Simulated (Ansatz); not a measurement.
System: Mg₂BeN₂ (model structure, started from the Ca2ZnN2 type, I4/mmm, No. 139, 5 atoms in the cell). Method: PBEsol in Ansatz (PAW).

Numerical settings: plane-wave cutoff 520 eV, 16×16×16 k mesh, Fermi–Dirac smearing 0.01 eV, scalar-relativistic PAW data made under PBE.

The cell is the one relaxed with PBEsol. Conventional cell: a = 3.1115 Å, b = 3.1115 Å, c = 10.9807 Å, α = 90.00°, β = 90.00°, γ = 90.00°.

```xyz
5
Lattice="-1.5558 1.5558 5.4904 1.5558 -1.5558 5.4904 1.5558 1.5558 -5.4904" Properties=species:S:1:pos:R:3 pbc="T T T"
Mg     0.0000     0.0000     7.2922
Mg     0.0000     0.0000     3.6885
Be     0.0000     0.0000     0.0000
N      0.0000     0.0000     9.4491
N      0.0000     0.0000     1.5316
```

**Question.** List the 11 lowest band energies at Γ above −25 eV (eV, relative to the valence band maximum), grouping those that round alike.

**Answer.** At Γ: -14.23, -13.27, -5.45, -2.03, -0.74 (×2), -0.64 (×2), 0.95, 6.41, 7.73.

Note: the relaxation could raise the start's symmetry but not lower it, so the cell can be a saddle point.

A model structure was made by putting elements into a prototype or built by hand; it is no filed structure, need not be a known phase, and can be a saddle point held by its symmetry.

Ansatz is an electronic-structure program.
